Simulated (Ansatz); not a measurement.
The parent structure is HgSe in the zinc blende structure (space group F-43m, No. 216; a = 6.260 Å).

Calculations: Kohn–Sham DFT with the PBE functional, run in Ansatz (a first-principles code) with PAW and 420 eV plane waves, no spin-orbit coupling.

Modification: every Hg is replaced by Zn, then cell and atoms are relaxed.

Measured lattice parameter a: HgSe 6.085 Å (room temperature; as listed in Cardona et al., arXiv (2009)); ZnSe 5.6676 Å (room temperature; as listed in Martin Albrecht, Beate Paulus, Hermann Stoll, Phys. Rev. B (1997)).

### Question
How well does PBE reproduce the measured shift?

### Answer
With PBE the lattice parameter a moves by -0.527 Å (6.260 → 5.733) against -0.417 Å measured.

No phonon test of stability was made. All final runs are without spin polarisation.
